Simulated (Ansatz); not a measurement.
The starting structures come from a database of crystals and need not be the phases stable at ambient conditions.

 Where the default PAW files enter, the runs use the earlier of Ansatz's two default sets.

By PBEsol, the system below comes out a metal.

A figure of merit of an interconnect metal is its ballistic conductance per area.

Given:

```yaml
crystal:
  lattice:
    - [3.34726, 0.00000, 0.00000]
    - [-1.11575, 3.15583, 0.00000]
    - [1.11575, 1.57791, 2.73303]
  atoms:
    - { symbol: Sn, position: [0.00000, 0.00000, 0.00000] }
```

Space group of this cell: Im-3m, bcc (W type). The cell is strained (all lengths scaled by 1.02); by PBEsol its mean pressure is -4.4 GPa.

The current flows along the normal of the first two printed cell vectors, the (110) plane of the conventional cell. No spin-orbit coupling; the value is a mean over 0.1 eV about the Fermi level.

Task: Estimate the ballistic conductance per area that PBEsol run with Ansatz (an electronic-structure program) returns for this system.

Result: 1.2 × 10¹⁵ S/m² for both spins.
